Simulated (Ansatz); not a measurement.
B on the Si site + C vacancy (B_Si+V_C) in metastable 2H silicon carbide (start: the Si site; C 1.89 Å away; 96-site cell, 2×2×2 shifted sampling). Method: PBE, PAW (plane waves to 420 eV; Ansatz, an electronic-structure program). Total energies of the localised charge states, counted from that of charge +1, and their image corrections (point charge with alignment); the host's valence-band maximum lies at 9.434 eV on the cells' energy zero and its gap is 2.31 eV.

```json
[
 {"charge": "+1", "moment (μB)": "not spin-polarised", "E − E(first) (eV)": "0.000", "correction (eV)": "-0.029"},
 {"charge": "0", "moment (μB)": "1.0", "E − E(first) (eV)": "10.958", "correction (eV)": "0.000"}
]
```

Task: Derive the transition levels above the valence-band maximum and say which of them are thermodynamic.

Result: A level is the Fermi energy at which two charges have equal formation energy: ε(q/q′) = [E(q′) + corr(q′) − E(q) − corr(q)] / (q − q′) − E_VBM.
ε(+1/0) = [(10.958 + 0.000) − (0.000 + -0.029)] / 1 − 9.434 = 1.55 eV
Thermodynamic levels at least 0.1 eV inside the gap: (+1/0) at 1.55 eV. They hold to tenths of an eV in this cell. Only the charges listed were compared. At charge +2 the carrier sat in host band states, shallow at most. The geometries come from one start. Flagged in the runs: a host whose relaxation on this sampling wasn't shown to rest.
